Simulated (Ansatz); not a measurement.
## rock-salt LiF (0 0 1) on zinc-blende GaAs (0 0 1) (film strained to the substrate, started from cuts of the bulks and a machine-learned relaxation; metallic at this level, with no gap by band count)

A periodic stack without vacuum, rock-salt LiF (0 0 1) on zinc-blende GaAs (0 0 1) (film strained to the substrate, started from cuts of the bulks and a machine-learned relaxation; metallic at this level, with no gap by band count): substrate slab As5Ga6, film F12Li12, surface cells [[1, 0], [1, 1]] and [[0, -1], [2, 1]], film strained by -0.1 and -0.1 %, outermost planes Ga/Ga and FLi/FLi as cut, which need not be the usual terminations and can put a slab off its formula.

The start was prepared with a machine-learned potential, and the result is one local minimum, with the in-plane cell held and forces under 0.04 eV/Å; the film can end far from its bulk form.

Levels used, each named beside its values: PBE (plane waves to 420 eV, PAW; Ansatz, a quantum-chemistry and plane-wave program); HSE06 (plane waves to 420 eV, PAW; Ansatz). Geometries and values that name no level are of the first. Spin–orbit coupling is left out; PBE gaps are too small against experiment. Its k-point mesh 6×6×1, Fermi–Dirac width 0.05 eV. HSE06 ran on meshes of its own (6×6×6, 4×4×4); its edges and gaps are taken over the mesh and over extra points off it, mostly where PBE has its edges.

| Quantity | Result |
|---|---|
| interface area | 16.5 Å² |
| period | 31.00 Å |
| gaps between the outermost planes at the two interfaces | 3.52 and 3.61 Å |
| valence offset, film less substrate (PBE, at the middle of a substrate layer that carries a field) | -3.53 eV |
| valence offset, film less substrate (HSE06 edges on the PBE line-up, at the middle of a substrate layer that carries a field) | -4.85 eV |
| conduction offset (HSE06 edges on the PBE line-up, at the middle of a substrate layer that carries a field) | +5.28 eV |
| spin-polarised check at this geometry | falls back to no moment |
| slope of the mean potential energy in the substrate | +1.1 MV/cm × e |

```xyz
35
Lattice="4.0625 0.0001 0.0494 0.0000 4.0628 -0.0065 -1.3184 1.6424 30.9869" Properties=species:S:1:pos:R:3 pbc="T T T"
As     0.1641     1.8194     2.9166
As     0.0894     1.8710     8.8116
As     2.1597     3.9034     5.9601
As    -0.0115     1.8828    14.6518
As     2.0946     3.9061    11.7106
Ga     0.1474     3.8603     4.4829
Ga     2.2055     3.2254     2.1038
Ga     0.0789     3.9044    10.2483
Ga     2.1380     1.8738     7.4022
Ga     1.1765     3.9146    15.7359
Ga     2.0320     1.8769    13.1650
F      1.9801     3.3528    21.3295
F     -0.0519     1.3214    21.3095
F     -0.0279     3.3510    19.2442
F      2.0011     1.3193    19.2843
F      1.9369     3.3600    25.3998
F     -0.0942     5.3911    25.3720
F     -0.0729     3.3558    23.3383
F      1.9583     1.3245    23.3670
F      1.8898     3.3711    29.4903
F     -0.1387     5.3989    29.4586
F     -0.1165     3.3638    27.4086
F      1.9154     5.3962    27.4280
Li    -0.0513     3.3535    21.2928
Li     1.9790     1.3213    21.3203
Li     2.0038     3.3497    19.3316
Li    -0.0319     1.3215    19.3242
Li    -0.0941     3.3593    25.3709
Li     1.9376     5.3914    25.3930
Li     1.9585     3.3558    23.3631
Li    -0.0730     1.3245    23.3428
Li    -0.1410     3.3658    29.3912
Li     1.8959     5.4039    29.4191
Li     1.9144     3.3653    27.4418
Li    -0.1151     5.3946    27.4154
```
